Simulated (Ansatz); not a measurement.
GaP (F-43m), HSE06, rigid bands (Ansatz, an electronic-structure program): band gap 2.25 eV, N_c = 4.24e19 cm⁻³ and N_v = 4.17e19 cm⁻³ at 300 K, conductivity masses of 0.343 mₑ (electrons) and 0.411 mₑ (holes). Take k_BT = 0.02585 eV.

Question: A film of it is 8 nm thick. Estimate the confinement energies in an infinite well.

Answer: ħ²π²/(2m t²) = 0.376 eV·nm²/(m/mₑ × t²) gives 17.1 meV for electrons and 14.3 meV for holes, so the gap would widen to about 2.28 eV. Finite barriers and nonparabolic bands lower this, and with several valleys or bands the heaviest mass along the normal sets the lowest level, not this average.

Question: Find the intrinsic carrier density and the intrinsic Fermi level.

Answer: n_i = √(N_c N_v) exp(−E_g/2k_BT) = 4.20e19 × exp(−43.52) = 5.3e0 cm⁻³. The level lies (k_BT/2) ln(N_v/N_c) = 0 meV from mid-gap (positive towards the conduction band). Each 0.1 eV added to the gap lowers n_i by a factor of 6.9.

Question: What built-in voltage has an abrupt junction with N_A = 1e16 and N_D = 1e18 cm⁻³, all dopants ionised?

Answer: V_bi = E_g/e − (k_BT/e) ln(N_c N_v/(N_A N_D)) = 2.25 − 0.02585 × 12.08 = 1.94 V. It follows the computed gap one for one.

Rigid, parabolic bands with the computed gap; masses take one relaxation time for all states. Spin-orbit coupling is left out; where it splits the top of the valence band, N_v and the p-type Seebeck coefficient come out somewhat high without it. Geometry: cell and atoms relaxed with PBEsol.
